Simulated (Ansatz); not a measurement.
The reference is AlN in the zinc blende structure (space group F-43m, No. 216; a = 4.4032 Å).

(Cell as relaxed with PBE.)

Levels (all Ansatz, an electronic-structure program, PAW): PBE (420 eV, scalar-relativistic without spin-orbit coupling); PBEsol (420 eV, no spin-orbit coupling).

Each level relaxes its own structure.

```tsv
quantity	PBE	PBEsol
volume per atom	10.67 Å³	10.49 Å³
lattice parameter a	440.3 pm	437.8 pm
band gap	3.31 eV	3.19 eV
gap character	indirect, Γ → X	indirect, Γ → X
electron mass	0.53 mₑ along k, 0.33 mₑ across	0.52 mₑ along k, 0.32 mₑ across
```

PBE's volume per atom lies 0.18 Å³ above PBEsol's (1.8 %); PBE's lattice parameter a lies 2.55 pm above PBEsol's (0.6 %); PBE's band gap lies 0.12 eV above PBEsol's; the two agree on the gap character. Neither level is exact; PBEsol is the comparison here, not a measurement.

Masses are band curvatures over ±0.01 Å⁻¹ around the edge. Along k means along the line from Γ to the band edge. Stability against distortions was not tested. This is not the structure that AlN has at room temperature and ambient pressure.
